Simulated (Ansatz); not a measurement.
**MoSi (model structure, started from the MnP type, Pnma, No. 62, 8 atoms in the cell): volume per atom by level of theory**

No measured value is used here.

```csv
level (code),value (Å³/atom)
PBE (Ansatz),15.14
PBEsol (Ansatz),14.76
PBE-D3(BJ) (Ansatz),…
```

Problem. Complete the blanks.

Solution. 
- PBE-D3(BJ) (Ansatz, an electronic-structure program), value (Å³/atom): 14.67

Ansatz's density-functional and Hartree–Fock values are scalar-relativistic unless marked +SOC, with PAW data made under PBE.

A model structure was made by putting elements into a prototype or built by hand; it is no filed structure, need not be a known phase, and can be a saddle point held by its symmetry.
